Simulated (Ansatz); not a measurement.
Consider Si in the diamond structure (space group Fd-3m, No. 227; a = 5.444 Å).

It is then changed as follows: hydrostatic tension (pressure −2 GPa).

Levels (all Ansatz, a quantum-chemistry and plane-wave program, PAW): r2SCAN (500 eV, no SOC); HSE06+SOC (420 eV, with spin-orbit coupling).

The geometry is relaxed with r2SCAN.

- r2SCAN valence-band top at Γ = 0.00, 0.00, 0.00 eV
- r2SCAN band gap = 0.81 eV

Problem. How does going to HSE06+SOC change the valence-band top at Γ and band gap?

Solution. The valence-band top at Γ (three highest Kramers pairs, from the VBM) goes from 0.00, 0.00, 0.00 eV to 0.00, 0.00, -0.05 eV; the band gap goes up by 0.35 eV, from 0.81 eV to 1.16 eV. The threefold valence maximum splits by Δso ≈ 0.05 eV.

Single points use the geometry relaxed with r2SCAN. Their cutoffs differ, which shifts pressures a little. HSE06 gaps are upper bounds (no full band path). The spin-orbit shifts are approximate. Load acts through the strain it causes; cell and atoms are relaxed under it. Whether these cells are dynamically stable was not tested.
